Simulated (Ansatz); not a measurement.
**CdSe, response to strain**

Start from CdSe in the zinc blende structure (space group F-43m, No. 216; a = 6.082 Å). Axes: x, y, z lie along the cube axes.

Strains are applied to the cell and any free atomic positions relax.

Level of theory: PBEsol in Ansatz (plane waves to 420 eV, PAW, no spin-orbit coupling).

Candidates:
(a) uniaxial strain ε_zz = +1.50 %
(b) uniaxial strain ε_zz = −2.50 %
(c) uniaxial strain ε_zz = +3.00 %

Base values:

| Property | Result |
|---|---|
| Band gap | 0.48 eV |

Q: Order them by band gap, highest first.

A: (b) uniaxial strain ε_zz = −2.50 % (0.48 eV), (a) uniaxial strain ε_zz = +1.50 % (0.44 eV), (c) uniaxial strain ε_zz = +3.00 % (0.39 eV)

Whether these cells are dynamically stable was not tested.

Ansatz is an electronic-structure program.
